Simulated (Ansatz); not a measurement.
## SnO2: uniaxial strain ε_zz = +1.80 %

The parent structure is SnO₂ in the rutile structure (space group P4_2/mnm, No. 136; a = 4.828 Å, c = 3.238 Å). Axes: x, y, z lie along a, b, c of the conventional cell.

It is then changed as follows: the cell is stretched by 1.80 % along z with no lateral relaxation; the atoms relax in the strained cell.

All numbers come from Kohn–Sham DFT with the PBE functional, run in Ansatz (a first-principles code) with PAW and 420 eV plane waves, no spin-orbit coupling. Settings: 7×7×10 k-points, 0.05 eV Fermi–Dirac smearing.

* **Volume per atom**: 12.80 Å³ (base 12.58 Å³)
* **Energy relative to the base (free energy F)**: +4.6 meV/atom
* **Band gap**: 0.44 eV (base 0.68 eV)
* **Gap character**: direct at Γ (base direct at Γ)
* **Width of the top valence band**: 1.15 eV (base 1.18 eV)
* **Electron mass**: 0.14 mₑ (at Γ) (base 0.16 mₑ along c, 0.17 mₑ across (at Γ))
* **Valence-band top at Γ (three highest levels, from the VBM)**: 0.00, -0.70, -0.70 eV (base 0.00, -0.74, -0.74 eV)
* **Stress (xx, yy, zz, yz, xz, xy; compression positive)**: (-2.19, -2.19, -6.35, 0.00, 0.00, 0.00) GPa

Effective masses come from finite differences of ±0.01 Å⁻¹. Whether these cells are dynamically stable was not tested.
